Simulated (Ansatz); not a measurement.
```yaml
crystal:
  lattice:
    - [3.21837, 0.00000, 0.00000]
    - [-1.60918, 2.78719, 0.00000]
    - [0.00000, 0.00000, 5.11736]
  atoms:
    - { symbol: Ga, position: [0.33333, 0.66667, 0.99802] }
    - { symbol: Ga, position: [0.66667, 0.33333, 0.49802] }
    - { symbol: N, position: [0.33333, 0.66667, 0.37898] }
    - { symbol: N, position: [0.66667, 0.33333, 0.87898] }
```

No spin polarisation.

Method: PBE/PAW in Ansatz (a program for electronic structure), no spin-orbit coupling. Γ-centred 12×12×6 mesh, Fermi–Dirac width 0.05 eV.

Predict the electron mass.

0.16 mₑ along z, 0.17 mₑ across (at Γ).

What is the computed hole mass?

0.14 mₑ along z, 2.9 mₑ across (at Γ).

Estimate the width of the top valence band.

2.76 eV.

The levels and masses belong to the bands next to the band gap. The cells carry an imposed strain or load. Masses are band curvatures over ±0.01 Å⁻¹ around the edge. Whether these cells are dynamically stable was not tested. The cell was made from GaN in the wurtzite structure (space group P6_3mc, No. 186) by this change: uniaxial strain ε_zz = −2.40 %.
